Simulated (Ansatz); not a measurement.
We consider cubic perovskite CsSnI₃ (cubic high-temperature phase), described by PBEsol (Ansatz, a first-principles code, plane waves, PAW).

Numerical settings: plane-wave cutoff 520 eV, 8×8×8 k mesh, scalar-relativistic PAW data made under PBE.

Computed at the level's own relaxed cell.

```
CsSnI3
1.0
    6.15740     0.00000     0.00000
    0.00000     6.15740     0.00000
    0.00000     0.00000     6.15740
Cs Sn I
1 1 3
Direct
  0.00000   0.00000   0.00000
  0.50000   0.50000   0.50000
  0.50000   0.00000   0.50000
  0.00000   0.50000   0.50000
  0.50000   0.50000   0.00000
```

Q: Give the elastic tensor (Voigt notation, GPa, ions relaxed, in the Cartesian axes of the cell as printed).

A: 
```
   42.3     4.5     4.5     0.0     0.0     0.0
    4.5    42.3     4.5     0.0     0.0     0.0
    4.5     4.5    42.3     0.0     0.0     0.0
    0.0     0.0     0.0     4.4     0.0     0.0
    0.0     0.0     0.0     0.0     4.4     0.0
    0.0     0.0     0.0     0.0     0.0     4.4
```

Note: the relaxation could not lower the start's symmetry, so the cell can be a saddle point above a distorted one.

Computed values are for the static lattice.
